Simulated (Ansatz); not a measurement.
## Point defect C on the Al site (broken-bond start) in metastable zinc-blende AlN

The numbers are results of PBE, PAW (plane waves to 420 eV; Ansatz, a first-principles code), not measurements. The supercell holds 64 host sites (2×2×2 repeats of the unit cell), with a 2×2×2 shifted k-point sampling for the final energies. Sites at the start: the Al site; started 0.95 Å off site, one bond broken. Energies of charged states are corrected for periodic images (point charge plus alignment at distant sites). Dielectric constants: PBE linear response of the host. Host gap at this level: 3.31 eV. Finite-size and sampling errors can reach tenths of an eV here. PBE underestimates the host's gap, which shifts levels and can delocalise carriers. Spin–orbit coupling is left out. Each state is the lowest found from its start.

Formation energies E_f are given with the Fermi level at the valence-band maximum. Chemical conditions: Al-rich (Δμ(Al) = 0.00 eV, Δμ(C) = -0.21 eV, bounded by Al4C3 (R-3m); only phases computed here count, gases as isolated molecules at 0 K). Reference phases: Al: fcc Al, C: graphite.

```json
[
 {"charge": "+1", "moment (μB)": "not spin-polarised", "largest move off a lattice site (Å)": "0.32", "image correction with alignment (eV)": "0.11", "E_f, Al-rich (eV)": "4.65"},
 {"charge": "0", "moment (μB)": "1.0", "largest move off a lattice site (Å)": "0.65", "image correction with alignment (eV)": "0.00", "E_f, Al-rich (eV)": "7.76"},
 {"charge": "−1", "moment (μB)": "not spin-polarised", "largest move off a lattice site (Å)": "0.95", "image correction with alignment (eV)": "0.35", "E_f, Al-rich (eV)": "10.64"}
]
```

No other site or start that was run ended lower by more than 0.1 eV.

Transition levels above the valence-band maximum: ε(+1/0) = 3.11 eV; ε(0/−1) = 2.88 eV. On the lower envelope of the bound states, inside the gap: (+1/−1) at 3.00 eV; the others aren't thermodynamic.

Flagged in the runs: a doubtful potential alignment.
